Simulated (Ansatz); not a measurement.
Take ZnO in the wurtzite structure (space group P6_3mc, No. 186; a = 3.2300 Å, c = 5.2144 Å) as the base. Axes: x lies along a and z along c of the hexagonal cell.

Level of theory: DFT with PBEsol, PAW potentials and a 420 eV plane-wave cutoff in Ansatz (a program for electronic structure), without spin-orbit coupling.

Before the change:

- Pressure = 0.00 GPa

It is then changed as follows: compressive biaxial strain of 1.80 % in the plane normal to [001], as in epitaxy on a mismatched substrate; the out-of-plane cell vector and the atoms relax.

Q: What happens to the pressure and out-of-plane strain?

A: The pressure (mean of the normal stresses, compression positive) goes from zero to 2.64 GPa; the out-of-plane strain amounts to +1.78 %.

Stability against distortions was not tested.
